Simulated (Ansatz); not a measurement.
## What tensor shear ε_xz = +0.86 % does to Y

Base system: Y in the hcp (Mg type) structure (space group P6_3/mmc, No. 194; a = 3.594 Å, c = 5.610 Å; relaxed with 0.1 eV smearing). Axes: x lies along a and z along c of the hexagonal cell.

One thing is altered: tensor shear ε_xz = +0.86 % (engineering shear γ = 0.0172), atoms relaxed at fixed cell.

Method: plane-wave PAW DFT at the PBEsol level (Ansatz, an electronic-structure program, 420 eV), no spin-orbit coupling. k-mesh 18×18×11 (Γ-centred); smearing 0.1 eV (Fermi–Dirac).

| quantity | base | changed | shift |
|---|---|---|---|
| space group | P6_3/mmc (No. 194) | C2/c (No. 15) | – |
| energy relative to the base (free energy F) | 0 meV/atom | +0.7 meV/atom | +0.7 meV/atom |
| pressure (mean of the normal stresses, compression positive) | 0.0 GPa | 0.0 GPa | 0.0 GPa |
| band gap | zero | zero | – |
| stress (xx, yy, zz, yz, xz, xy; compression positive) | – | (0.0, 0.0, 0.0, 0.0, -0.4, 0.0) GPa | – |

Cost of the whole job for the changed cell (relaxation, final SCF and bands): around 80 core-seconds (rough).

The cells carry an imposed strain or load. No phonon test of stability was made. All final runs are without spin polarisation.
